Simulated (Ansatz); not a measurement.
## BeS: biaxial strain −2.08 %, plane normal [111], relaxed out of plane

Take BeS in the zinc blende structure (space group F-43m, No. 216; a = 4.869 Å) as the base. Axes: x, y, z lie along the cube axes.

One thing is altered: compressive biaxial strain of 2.08 % in the plane normal to [111], as in epitaxy on a mismatched substrate; the out-of-plane cell vector and the atoms relax.

Calculations: Kohn–Sham DFT with the r2SCAN functional, run in Ansatz (an electronic-structure program) with PAW and 500 eV plane waves, spin-orbit coupling left out. k-mesh 12×12×12 (Γ-centred); smearing 0.05 eV (Fermi–Dirac).

| quantity | base | changed | shift |
|---|---|---|---|
| volume per atom | 14.43 Å³ | 13.94 Å³ | -0.49 Å³ |
| energy relative to the base (free energy F) | 0 meV/atom | +9.7 meV/atom | +9.7 meV/atom |
| pressure (mean of the normal stresses, compression positive) | 0.00 GPa | 3.59 GPa | +3.597 GPa |
| band gap | 3.59 eV | 3.41 eV | -0.18 eV |
| gap character | – | indirect, Γ → F | – |
| smallest direct gap | 6.22 eV | 5.77 eV | -0.456 eV |
| valence-band top at Γ (three highest levels, from the VBM) | 0.00, 0.00, 0.00 eV | 0.00, 0.00, -0.25 eV | – |
| out-of-plane strain | – | +0.78 % | – |
| ratio −ε⊥/ε∥ | – | 0.38 | – |
| mean in-plane stress (compression positive) | – | +5.4 GPa | – |

No phonon test of stability was made. k-point labels follow each cell's own Brillouin zone.
